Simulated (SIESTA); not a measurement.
Band structure of PdAu3 (Pm-3m, 4 atoms in the cell).

```
PdAu3
1.0
    4.07108     0.00000     0.00000
    0.00000     4.07108     0.00000
    0.00000     0.00000     4.07108
Pd Au
1 3
Direct
  0.00000   0.00000   0.00000
  0.00000   0.50000   0.50000
  0.50000   0.00000   0.50000
  0.50000   0.50000   0.00000
```

Method: GGA PBEsol, numerical atomic orbitals TZP, PseudoDojo PBEsol standard norm-conserving potentials (rewritten from UPF to PSML) (SIESTA).

Settings: XC.functional = GGA; XC.authors = PBEsol; potentials = PseudoDojo PBEsol standard; PAO.BasisSize = TZP; PAO.EnergyShift = 0.005 Ry; MeshCutoff = 400 Ry; kgrid.MonkhorstPack = 11 11 11; OccupationFunction = MP; OccupationMPOrder = 0; ElectronicTemperature = 272 meV; MaxSCFIterations = 150; SCF.Mixer.Method = Pulay; SCF.Mixer.Weight = 0.1; SCF.Mixer.History = 8.

The starting cell comes from a database of computed structures (which also holds hypothetical and non-ambient phases and stackings), without a prior relaxation at this level. Spin-orbit coupling is off. Spin polarisation is off. Values carry the incompleteness of an atom-centred basis.

Levels in eV from the Fermi level, bands 34 to 39:
| point | 34 | 35 | 36 | 37 | 38 | 39 |
|---|---|---|---|---|---|---|
| Γ | -0.79 | -0.36 | -0.36 | -0.36 | 1.89 | 1.89 |
| X | -1.89 | -1.43 | -1.33 | -1.21 | -0.37 | 5.88 |
| M | -1.66 | -1.66 | -1.64 | 0.20 | 0.20 | 0.74 |
| R | -0.86 | -0.70 | -0.70 | -0.63 | -0.02 | -0.02 |

Bands cross the Fermi level along this path, so the cell is metallic at this level.

Higher empty bands are left out: an atom-centred basis made for the valence describes them poorly.
